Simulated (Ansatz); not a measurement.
Output of an Ansatz run (abridged):

```
WARN basis.ecutwfc = 420 eV, the default
WARN ansatz: RAYON_NUM_THREADS=1 ignored (pool sized by the plan → 1); use --threads N
Pseudopotentials: kind: paw
Pseudopotential: Be, paw, valence charge 2
Pseudopotential: C, paw, valence charge 4
Crystal: 3 atoms, lattice volume = 20.437 Å³
Basis set: ecut = 420 eV, 411 PW (Γ), exchange–correlation on 48×48×48 points (8 copies of the dense FFT grid, shifted against one another)
Bands: 8, of which v1, the nominal top of the filled ones, is band 4 counted from 1 (3 counted from 0)
Symmetry: 48 space group operations
Space group: Fm-3m (ITA 225), of the structure as read, at distance tolerance 2.7e-5 Å
k-points: 20 of 343
Initial density: superposition of atomic densities (neutral atoms: chi_scale 0, normalization atom), corrected by the library's trained network
Initial wavefunctions: pseudopotential atomic-orbital guess
Eigensolver: davidson
Functional: x = pbe(κ = 0.804, μ = 0.2195149727645171), c = pbe(β = 0.06672455060314922)
SCF iter   1: F=—  HF=-437.169592 eV  |F-HF|=—  |Δ(HF+E_count)|=         —  Δρ=6.47e-4  dr2=1.62e-5  ethr=1.77e-3  ⟨swp⟩=5.3  Hψ=1190  notcnv=0
all-band conjugate gradients solve this SCF's bands
preconditioner: auto → none
SCF iter   2: F=—  HF=-437.169760 eV  |F-HF|=—  |Δ(HF+E_count)|=   1.68e-4  Δρ=3.34e-4  dr2=5.83e-6  ethr=2.02e-7  ⟨swp⟩=2.4  Hψ=406  notcnv=0
SCF iter   3: F=—  HF=-437.169773 eV  |F-HF|=—  |Δ(HF+E_count)|=   1.29e-5  Δρ=2.06e-4  dr2=9.54e-6  ethr=7.29e-8  ⟨swp⟩=2.0  Hψ=240  notcnv=0
SCF iter   4: F=—  HF=-437.169770 eV  |F-HF|=—  |Δ(HF+E_count)|=   2.95e-6  Δρ=4.06e-5  dr2=3.62e-7  ethr=7.29e-8  ⟨swp⟩=2.5  Hψ=232  notcnv=0
iter 5 did not close the SCF: its close was put off for the readings that it lacked (scf_convergence_deferred on its scf_iter line)
SCF iter   5: F=-437.169770 eV  HF=-437.169770 eV  |F-HF|=4.53e-9  |Δ(HF+E_count)|=   9.52e-8  Δρ=5.99e-6  dr2=7.27e-9  ethr=4.53e-9  ⟨swp⟩=2.3  Hψ=235  notcnv=0
SCF iter   6: F=-437.169770 eV  HF=-437.169770 eV  |F-HF|=2.26e-10  |Δ(HF+E_count)|=   1.08e-9  Δρ=1.26e-6  dr2=3.30e-10  ethr=9.08e-11  ⟨swp⟩=1.3  Hψ=482  notcnv=0
SCF 1 converged in 6 iterations: F = -437.169770 eV  dr2 = 3.30e-10
SCF converged after 6 iterations
Free energy (F): -437.169770 eV
Harris-Foulkes:  -437.169770 eV  (|F-HF|=2.26e-10)
Internal energy: -437.169770 eV  (E = F + TS)
E sigma→0 (E₀):  -437.169770 eV
Entropy (-TS):   -0.000000 eV (-0.000 meV/atom)
Fermi energy:    10.184297 eV
--- Per-component energies (eV) ---
  E_band       = 24.756069
  E_kinetic    = 134.870150
  E_local      = -87.728773  (includes V_loc(G=0)·N_el)
  E_nonlocal   = 35.218216
  E_hartree    = 27.557755
  E_xc         = -89.166240
  E_vxc        = -103.269455  (∫ρ·V_xc dr)
  E_paw        = -218.341800  (= ΣΔE_a)
  E_vpaw       = -9.449747  (= ΣTr[D̂ρ^β])
  E_aug_tail   = 0.000008  (compensation charges beyond the density's cutoff)
  E_ewald      = -239.579085
  E_smearing   = -0.000000  (= −TS)
  E_closure    = 0.000000  (closes the sum)
  Σ components = -437.169770   (vs F -437.169770, Δ=0.00e0)
--- Forces (eV/Å), atoms counted from 1 ---
  atom   1  Be     0.00000000     0.00000000     0.00000000
   [... zero for the other atoms too ...]
  max |Σ_I F_I| component: 3.70e-17 eV/Å
--- Stress (GPa, compression-positive) ---
       -1.610866      -0.000000       0.000000
       -0.000000      -1.610866      -0.000000
        0.000000       0.000000      -1.610866
  P = ⅓ Tr σ = -1.6109 GPa (-16.109 kbar)
  The stress holds the Pulay correction. Without it, at fixed plane waves, as pw.x and ABINIT print it: P = -1.8834 GPa
--- Band table (eV; the first three rows and the last of 20) ---
  k-point 0: bands = ["-5.4771", "9.5002", "9.5002", "9.5002", "13.6212", "13.6212", "13.6212", "16.1646"]
  k-point 1: bands = ["-5.1542", "7.2207", "8.9570", "8.9570", "14.4021", "14.4021", "14.8649", "16.9498"]
  k-point 2: bands = ["-4.2192", "3.8960", "8.1712", "8.1712", "14.9706", "14.9706", "15.8064", "18.3808"]
  k-point 19: bands = ["-1.6800", "2.6845", "3.5071", "4.8056", "14.4160", "17.9365", "19.0078", "19.8243"]
```

The structure:

```xyz
3
Lattice="0.0000 2.1700 2.1700 2.1700 0.0000 2.1700 2.1700 2.1700 0.0000" Properties=species:S:1:pos:R:3 pbc="T T T"
Be     1.0850     1.0850     1.0850
Be     3.2550     3.2550     3.2550
C      0.0000     0.0000     0.0000
```

**Question.** Reconstruct the input of this run.

**Answer.** Other spellings and defaults could give the same log, and not every line can be read from it. The input that was run (DFT, PBE, plane waves, default PAW files):

Ansatz 0.2 input:
```yaml
# Be2C
crystal:
  lattice:
    - [0.00000000, 2.17000000, 2.17000000]
    - [2.17000000, 0.00000000, 2.17000000]
    - [2.17000000, 2.17000000, 0.00000000]
  atoms:
    - { symbol: Be, position: [0.25000000, 0.25000000, 0.25000000] }
    - { symbol: Be, position: [0.75000000, 0.75000000, 0.75000000] }
    - { symbol: C, position: [0.00000000, 0.00000000, 0.00000000] }
kpoints:
  mp_grid: { grid: [7, 7, 7] }
hamiltonian:
  xc: pbe
  pseudopotentials: { kind: paw }
scf:
  occupations: { method: fermi_dirac, width: 0.05 }
output:
  forces: true
  eigenvalues: true
  stress: true
```

The starting cell has typed, rounded lattice constants, without a prior relaxation at this level. Ansatz's pressure includes its estimate of the finite-basis (Pulay) stress. Another mesh or the band path of this cell gives a smaller gap, so this value is not converged in the mesh.

Ansatz is a quantum-chemistry and plane-wave program.
